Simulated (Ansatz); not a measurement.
The starting structures come from a database of crystals and need not be the phases stable at ambient conditions.

Inside the gap of an insulator the Bloch states are evanescent, with a wavenumber k + iκ along the transport direction.

Consider the following.

```yaml
crystal:
  lattice:
    - [3.06094, 0.00000, 0.00000]
    - [-1.53047, 2.65085, 0.00000]
    - [0.00000, 0.00000, 4.80732]
  atoms:
    - { symbol: Li, position: [0.33333, 0.66667, 0.38115] }
    - { symbol: Li, position: [0.66667, 0.33333, 0.88115] }
    - { symbol: F, position: [0.33333, 0.66667, 0.99384] }
    - { symbol: F, position: [0.66667, 0.33333, 0.49384] }
```

The cell is taken as given; by r2SCAN it stands under a pressure of 0.6 GPa.

Transport runs along the normal of the first two printed cell vectors, the (001) plane of the conventional cell.

The gap is the functional's own, uncorrected, and κ follows it; spin-orbit coupling is left out. Mid-gap means the computed energy nearest the middle.

Q: Give the band gap and the smallest decay constant κ at mid-gap that r2SCAN (Ansatz, a quantum-chemistry and plane-wave program) yields.

A: Gap 8.66 eV on a 12×12×6 mesh; κ = 0.720 1/Å, at the zone centre.
